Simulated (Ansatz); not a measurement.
**LiF: energy against strain**

LiF (rock salt, Fm-3m, 8.047 Å³/atom at rest) under an equal strain ε in the (111) plane with the normal axis free, as in a coherent film. PBEsol in Ansatz, a plane-wave DFT program (PAW, default set), 420 eV, 14×14×14 Γ-centred mesh, Fermi-Dirac smearing 0.05 eV; ions are relaxed within the symmetry of each cell.

Here s stands for strain and y for E less E0.

```csv
strain (%),E less E0 (meV/atom)
-2.50,?
-1.25,1.38
-0.83,0.61
-0.42,0.15
0.00,0.00
0.42,0.14
0.83,0.57
1.25,1.32
```

The 7 complete rows are fitted with a parabola, y against s. Least squares gives y = -0.006 - 0.0231·s + 0.8671·s². Residuals (row less fit): 0.002, -0.001, -0.007, 0.006, 0.003, -0.002, 0.000; standard error 0.005 (degrees of freedom: 4). Twice the quadratic coefficient over the volume, 2 × 0.8671 meV × 10⁴ × 0.1602 / 8.047 Å³, is twice the biaxial elastic modulus of this plane = 345 ± 1.2 GPa.

What does the fit predict for y at s = -2.50, and how far is the calculated value from it?

y = -0.006 - 0.0231 × (-2.50) + 0.8671 × (-2.50)² = 5.471 meV/atom. The calculation gives 5.78 meV/atom, 0.309 meV/atom above the prediction (5.3 % of the range of y in the table). The row lies outside the fitted rows, so this is an extrapolation. The fitted rows scatter only by rounding.

One order more, fitted to all 13 runs of the series, follows each within 0.01, so the miss is the next term of a smooth law. Rows are the converged runs of the series near zero and its far end; series whose fitted rows scatter by over a few per cent of the range, as at a crossing or softening among them, aren't shown in this form. Most that stay on the fit to the last digits aren't either.
